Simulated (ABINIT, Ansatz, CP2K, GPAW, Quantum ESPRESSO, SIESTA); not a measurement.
One structure in several programs: Al (Fm-3m, 1 atom in the cell)

Self-consistent single point.

```
CELL_PARAMETERS angstrom
      0.00000     2.00272     2.00272
      2.00272     0.00000     2.00272
      2.00272     2.00272     0.00000
ATOMIC_POSITIONS crystal
  Al 0.00000 0.00000 0.00000
```

Shared settings, as Ansatz (an electronic-structure program) writes them: kpoints.mp_grid.grid = 14 14 14; scf.occupations.method = fermi_dirac; scf.occupations.width = 0.1 eV. Potentials and cutoffs stand in the table.

```csv
code,model,pressure (GPa),cutoff
ABINIT,"LDA (PW92), norm-conserving pseudopotentials (PseudoDojo nc-sr-04 LDA standard)",-1.70,599 eV
CP2K,"LDA (Pade form), GPW, DZVP-MOLOPT-SR-GTH basis, GTH-PADE potentials (GTH_POTENTIALS)",-2.27,grid 400 Ry
GPAW,"LDA (Perdew-Wang 92), GPAW PAW datasets LDA (gpaw-data 1.0.1)",-1.27,550 eV
Quantum ESPRESSO,"LDA (PZ), PSlibrary PAW (LDA) pseudopotentials",-1.46,35 Ry
SIESTA,"LDA PW92, numerical atomic orbitals DZP, PseudoDojo LDA standard norm-conserving potentials (rewritten from UPF to PSML)",-1.71,grid 400 Ry
Ansatz,"LDA (PW92), default PAW files made with PBE",-1.51,default
```

The spread over the programs that give each value: pressure within 1.00 GPa.

CP2K and SIESTA use small atom-centred bases, whose incompleteness enters pressures, forces and empty levels differently from a plane-wave cutoff. Ansatz's pressure is given at a fixed set of plane waves, as the other plane-wave codes print theirs; with its correction for the finite basis it is -1.43 GPa. The same LDA comes in different parametrisations, which differ slightly.

The starting cell has typed, rounded lattice constants, without a prior relaxation at this level. Its lattice was rescaled by a random factor within 2.5 % of one.

Left out of this page: Elk and FLEUR (not drawn, or without a comparable value).

Keys are those of Ansatz 0.2.
